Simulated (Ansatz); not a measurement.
An Ansatz (an electronic-structure program) run: PbS with a change (uniaxial strain ε_xx = +0.72 %); PBEsol (Ansatz), scalar-relativistic without spin-orbit coupling, earlier PAW set.

Input:

Ansatz 0.2 input:
```yaml
crystal:
  lattice:
    - [0, 2.9514121644, 2.9514121644]
    - [2.972662332, 0, 2.9514121644]
    - [2.972662332, 2.9514121644, 0]
  atoms:
    - { symbol: S, position: [0, 0, 0] }
    - { symbol: Pb, position: [0.5, 0.5, 0.5] }
basis: { ecutwfc: 420, ecutrho_ratio: 4, xc_grid: 2, fft_grid_basis: typed }
kpoints: { mp_grid: { grid: [10, 10, 10] } }
hamiltonian:
  xc: pbesol
  dispersion: none
  pseudopotentials: { azcp: { folder: ./paw }, kind: paw }
scf: { occupations: { method: fermi_dirac, width: 0.05 }, convergence: { dr2_threshold: 0.0000000002 } }
relax: { f_tol: 0.005, max_steps: 50 }
output: { forces: true, stress: true }
checkpoint: { write: state.ck, write_every: 1000 }
```

Output (explanatory and most iteration lines left out):

```
Relaxation: its limit of steps is 50 (relax.max_steps)
Pseudopotential: S, paw, valence charge 6
Pseudopotential: Pb, paw, valence charge 14
Crystal: 2 atoms, lattice volume = 51.789 Å³
Basis set: ecut = 420 eV, 965 PW (Γ), exchange–correlation on 60×60×60 points (8 copies of the dense FFT grid, shifted against one another)
Bands: 14, of which v1, the nominal top of the filled ones, is band 10 counted from 1 (9 counted from 0)
Symmetry: 16 space group operations
Space group: I4/mmm (ITA 139), of the structure as read, at distance tolerance 3.7e-5 Å
k-points: 102 of 1000
Functional: x = pbesol(κ = 0.804, μ = 0.12345679012345678), c = pbesol(β = 0.046)
SCF iter   1: F=—  HF=-12643.374921 eV  |F-HF|=—  |Δ(HF+E_count)|=         —  Δρ=2.75e-2  dr2=8.55e-1  ethr=3.10e-3  ⟨swp⟩=6.9  Hψ=9322  notcnv=0
SCF iter   2: F=—  HF=-12643.181757 eV  |F-HF|=—  |Δ(HF+E_count)|=   1.93e-1  Δρ=1.22e-2  dr2=1.46e-1  ethr=3.10e-3  ⟨swp⟩=2.1  Hψ=2626  notcnv=0
SCF 1 converged in 8 iterations: F = -12643.146592 eV  dr2 = 4.81e-12
relax step   1: F+E_penalty+E_count = -12643.14659189 eV  Δ(F+E_penalty+E_count) = +0.000e0 eV  max|allowed force component| = 3.155e-30 eV/Å  Δτ_max = 0.0000 Å  (8 SCF iters, accepted)
SCF converged after 8 iterations
Free energy (F): -12643.146592 eV
Internal energy: -12643.146343 eV  (E = F + TS)
E sigma→0 (E₀):  -12643.146467 eV
Entropy (-TS):   -0.000249 eV (-0.124 meV/atom)
Fermi energy:    8.668248 eV
--- Forces (eV/Å), atoms counted from 1 ---
  atom   1  S      0.00000000     0.00000000     0.00000000
  atom   2  Pb     0.00000000     0.00000000     0.00000000
--- Stress (GPa, compression-positive) ---
       -1.017261       0.000000       0.000000
        0.000000      -0.112574       0.000000
        0.000000      -0.000000      -0.112574
  P = ⅓ Tr σ = -0.4141 GPa (-4.141 kbar)
--- Relaxed structure (1 steps of the walk, 1 accepted, 0 SCFs on fresh bases) ---
  atoms:
    - { symbol: S, position: [0.0, 0.0, 0.0] }
    - { symbol: Pb, position: [0.5, 0.5, 0.5] }
```

With Pb present, leaving out spin-orbit coupling can change the band edges. Stability against distortions was not tested. The cell was made from PbS in the rock salt structure (space group Fm-3m, No. 225) by this change: uniaxial strain ε_xx = +0.72 %.
